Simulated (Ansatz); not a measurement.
Consider SnS₂ in the CdI2 type structure (space group P-3m1, No. 164; a = 3.6260 Å, c = 5.5735 Å; layered, stacked along the Cartesian z axis). Axes: x lies along a and z along c of the hexagonal cell.

Structures relaxed with DFT with PBEsol-D3(BJ), PAW potentials and a 420 eV plane-wave cutoff in Ansatz (a program for electronic structure), without spin-orbit coupling.

Base:

Simulated powder pattern, Mo Kα, λ = 0.71073 Å (kinematic, ideal powder, no thermal factors, no anomalous dispersion; the 14 strongest lines at most, above 2 %, up to 2θ = 40°):

```
2θ (°)  I/Imax (%)    hkl
------  ----------  -----
7.31            63  (001)
13.00           28  (100)
14.93          100  (011)
19.63           60  (102)
22.61           29  (110)
23.79           20  (111)
25.68           18  (103)
27.20           18  (201)
30.11           17  (022)
31.79           12  (113)
34.47          7.2  (023)
35.65           15  (121)
37.53           11  (114)
37.98           16  (212)
```

After one change:

Simulated powder pattern, Mo Kα, λ = 0.71073 Å (kinematic, ideal powder, no thermal factors, no anomalous dispersion; the 14 strongest lines at most, above 2 %, up to 2θ = 40°):

```
2θ (°)  I/Imax (%)
------  ----------
7.02            74
13.67           27
15.39          100
19.67           65
23.79           27
24.84           19
25.29           20
28.46           17
31.06           16
32.06           12
35.00          7.3
37.35           12
37.42           14
39.50           15
```

Q: Which of these changes matches the shifts?
(A) biaxial strain −4.92 %, plane normal [001], relaxed out of plane
(B) isotropic strain −0.67 %
(C) uniaxial strain ε_zz = +3.53 %
(D) biaxial strain +1.06 %, plane normal [001], relaxed out of plane

A: A, biaxial strain −4.92 %, plane normal [001], relaxed out of plane. Its volume per atom is 19.91 Å³ against 21.15 Å³, and its space group is P-3m1 (No. 164).

No phonon test of stability was made.
